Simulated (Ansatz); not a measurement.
Base system: MoP (space group P-6m2, No. 187).

```
CELL_PARAMETERS angstrom
      3.24161     0.00000     0.00000
     -1.62081     2.80732     0.00000
      0.00000     0.00000     3.19410
ATOMIC_POSITIONS crystal
  Mo 0.00000 0.00000 0.00000
  P  0.33333 0.66667 0.50000
```

Cartesian axes are those of the cell as printed.

Method: PBE (Ansatz, an electronic-structure program), spin-orbit coupling left out.

Modification: every lattice vector is stretched by 1.62 %, atoms relaxed at fixed cell.

Predict the stress tensor and what it implies for the stiffness.

Stress of the strained cell less that of the base (GPa, compression positive):
```
   -8.8     0.0     0.0
    0.0    -8.8     0.0
    0.0     0.0   -11.3
```

Then B = −ΔP/(ΔV/V₀) with ΔV/V₀ = 0.0494 gives secant stiffness values (nonlinear terms included at this strain): B (at held cell shape, above the free-shape value) ≈ 195 GPa.

As a check, the harmonic strain energy −½ V₀ Δσ:ε is 21 meV/atom; the computed energy rise is 23 meV/atom.

Whether these cells are dynamically stable was not tested. All final runs are without spin polarisation. An odd electron count without spin: MoP.
